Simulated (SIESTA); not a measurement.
Band structure of ZrN (Fm-3m, 2 atoms in the cell).

```yaml
crystal:
  lattice:
    - [0.00000, 2.29000, 2.29000]
    - [2.29000, 0.00000, 2.29000]
    - [2.29000, 2.29000, 0.00000]
  atoms:
    - { symbol: Zr, position: [0.00000, 0.00000, 0.00000] }
    - { symbol: N, position: [0.50000, 0.50000, 0.50000] }
```

Level of theory: GGA PBE, numerical atomic orbitals DZP, PseudoDojo PBE standard norm-conserving potentials (rewritten from UPF to PSML) in SIESTA.

Settings: XC.functional = GGA; XC.authors = PBE; potentials = PseudoDojo PBE standard; PAO.BasisSize = DZP; PAO.EnergyShift = 0.01 Ry; MeshCutoff = 350 Ry; kgrid.MonkhorstPack = 12 12 12; OccupationFunction = FD; ElectronicTemperature = 0.1 eV; MaxSCFIterations = 150; SCF.Mixer.Method = Pulay; SCF.Mixer.Weight = 0.25; SCF.Mixer.History = 8; SCF.DM.Tolerance = 1.0E-04.

The starting cell has typed, rounded lattice constants, without a prior relaxation at this level. Values carry the incompleteness of an atom-centred basis.

Levels in eV from the Fermi level, bands 6 to 11:
```tsv
point	6	7	8	9	10	11
Γ	-2.58	-2.58	-2.58	-0.49	-0.49	-0.49
X	-4.61	-3.56	-3.11	-3.11	3.31	4.45
W	-5.46	-4.79	-4.78	1.06	1.06	4.45
K	-5.54	-4.78	-4.48	-0.70	3.45	3.63
L	-7.72	-5.76	-5.76	3.05	3.06	3.06
U	-5.54	-4.78	-4.48	-0.70	3.45	3.63
```

Bands cross the Fermi level along this path, so the cell is metallic at this level.

Higher empty bands are left out: an atom-centred basis made for the valence describes them poorly.
